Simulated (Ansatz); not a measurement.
Consider Pt in the fcc (Cu type) structure (space group Fm-3m, No. 225; a = 3.895 Å; relaxed with 0.1 eV smearing). Axes: x, y, z lie along the cube axes.

Method: LDA/PAW in Ansatz (a quantum-chemistry and plane-wave program), no spin-orbit coupling.

For the base:

| Property | Result |
|---|---|
| Shortest interatomic distance | 2.754 Å |
| Pressure | 0.0 GPa |

One thing is altered: a pure shear with ε_xy = ε_yx = 0.0057, atoms relaxed at fixed cell.

Q: Estimate the effect on the shortest interatomic distance, energy relative to the base and pressure.

A: The shortest interatomic distance decreases by 0.0157 Å to 2.739 Å; the energy goes up by 0.5 meV/atom; the pressure (mean of the normal stresses, compression positive) is still 0.0 GPa.

The cells carry an imposed strain or load. Whether these cells are dynamically stable was not tested. All final runs are without spin polarisation.
